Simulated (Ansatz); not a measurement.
Consider SnO in the litharge type structure (space group P4/nmm, No. 129; a = 3.7927 Å, c = 4.7644 Å; layered, stacked along the Cartesian z axis). Axes: x, y, z lie along a, b, c of the conventional cell.

All numbers come from r2SCAN+rVV10 (Ansatz, a first-principles code, PAW, no SOC), earlier PAW set.

Strains are applied to the cell and any free atomic positions relax.

One change was made to it. Results:

| quantity | base | after |
|---|---|---|
| energy relative to the base (free energy F) | 0 meV/atom | +101 meV/atom |
| pressure (mean of the normal stresses, compression positive) | 0.0 GPa | 14.1 GPa |
| largest internal atomic displacement | – | 0.119 Å |
| band gap | zero | zero |

Q: Which of these changes matches the shifts?
A. isotropic strain −5.80 %
B. isotropic strain −0.62 %
C. uniaxial strain ε_zz = −2.07 %

A: A, isotropic strain −5.80 %. For comparison, the energy relative to the base in the other runs: isotropic strain −0.62 % gives +1.0 meV/atom; uniaxial strain ε_zz = −2.07 % gives +1.0 meV/atom.

A case with no gap was solved on a k-mesh chosen for an insulator, which is coarse for it. Whether these cells are dynamically stable was not tested. The final runs are not spin-polarised. A zero or small gap of SnO can be the functional's error rather than a property of the material.
